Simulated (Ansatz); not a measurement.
# Ag on the 1x1 (110) surface of 3C silicon carbide (cut with top plane C + Si), one in a 2x2 cell, started at the site 'over Si at depth 1.5 Å'

Host crystal: 3C silicon carbide, with a band gap (PBE, scalar-relativistic without spin-orbit coupling).

All values below come from PBE (plane waves to 420 eV, PAW; Ansatz, a quantum-chemistry and plane-wave program).

Model: 49-atom slab, 7.7 Å thick at the start under the adsorbate (thin: gaps and levels are the slab's own), 3x3x1 mesh, Fermi-Dirac 0.01 eV, dipole correction, 24 atoms held, the rest relaxed; start symmetry kept, larger cells not searched; spin-polarised, no spin-orbit, no U, no dispersion correction. The slab shows no gap over 0.04 eV on its mesh. The starting moment vanished. At the end it is bonded to C + 2 Si. In PBE this state lies 0.05 eV over the lowest of the starts that converged ('hollow Si').

```
Quantity                                                                                                                                         Result
--------------------------------------------------------------------------------------  ---------------------------------------------------------------
adsorption energy against an atom of fcc Ag                                                                                                     0.67 eV
change of the step from the bottom to the top vacuum level, against the clean slab                                                             -1.25 eV
energy released by relaxation                                                                                                                   0.46 eV
height of the binding atom over the mean of the host atoms within 0.3 Å of the top one                                                          1.435 Å
nearest host atoms of the binding atom                                                                          C at 2.20 Å, Si at 2.75 Å, Si at 2.75 Å
largest move of a host atom                                                                                                                      0.08 Å
note                                                                                    in the relaxation the adsorbate left its starting site by 0.7 Å
cost                                                                                                                     around 22 core-minutes (rough)
```

A negative adsorption energy means that the adsorbate is more stable on the surface than in its reference.
